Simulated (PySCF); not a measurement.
PySCF 2.14.0, PBE0/def2-svp, df: Si(H)(F) (F[SiH]), 3 atoms. The geometry is a generated start, not checked to be a minimum at this level.

```
Item                          Result
-------------------  ---------------
task                          energy
method                          pbe0
basis                       def2-svp
two-electron scheme  density fitting
mol.max_memory               3000 MB
mf.max_cycle                     100
mf.diis_space            8 (default)
mf.conv_tol          1e-09 (default)
mf.grids.level           3 (default)
basis functions                   37
grid points                    43256
```

```xyz
3

Si     0.0324    -0.0745     0.7119
H     -0.7104    -0.8600    -0.2998
F      0.6780     0.9345    -0.4120
```

With the defaults (mf.diis = true, mf.damp = 0, mf.diis_start_cycle = 1, mf.level_shift = 0, mf.DIIS = CDIIS, mf.init_guess = minao, mf.diis_damp = 0) it converges in 10 Fock builds. One run each on 2 threads, 1 BLAS thread, with these changes:
- mf.DIIS = EDIIS
- mf.diis = false
- mf.diis = false, mf.damp = 0.7, mf.diis_start_cycle = 999
- mf.level_shift = 0.1 Hartree
- mf.init_guess = atom
- mf.diis_damp = 0.3
- mf.level_shift = 0.3 Hartree
- mf.init_guess = 1e
- mf.damp = 0.3, mf.diis_start_cycle = 4

Question: Which runs fail or end elsewhere than the default run?

Answer: No convergence: mf.diis = false (the run ends without SCF convergence in 100 cycles). The rest reach the solution of the defaults.

```json
[
 {"setting": "the defaults", "Fock builds": "10", "end": "same solution"},
 {"setting": "mf.init_guess = atom", "Fock builds": "10", "end": "same solution"},
 {"setting": "mf.diis_damp = 0.3", "Fock builds": "10", "end": "same solution"},
 {"setting": "mf.level_shift = 0.1 Hartree", "Fock builds": "11", "end": "same solution"},
 {"setting": "mf.damp = 0.3, mf.diis_start_cycle = 4", "Fock builds": "13", "end": "same solution"},
 {"setting": "mf.level_shift = 0.3 Hartree", "Fock builds": "15", "end": "same solution"},
 {"setting": "mf.init_guess = 1e", "Fock builds": "15", "end": "same solution"},
 {"setting": "mf.diis = false, mf.damp = 0.7, mf.diis_start_cycle = 999", "Fock builds": "26", "end": "same solution"},
 {"setting": "mf.DIIS = EDIIS", "Fock builds": "93", "end": "same solution"},
 {"setting": "mf.diis = false", "Fock builds": "101", "end": "no convergence"}
]
```
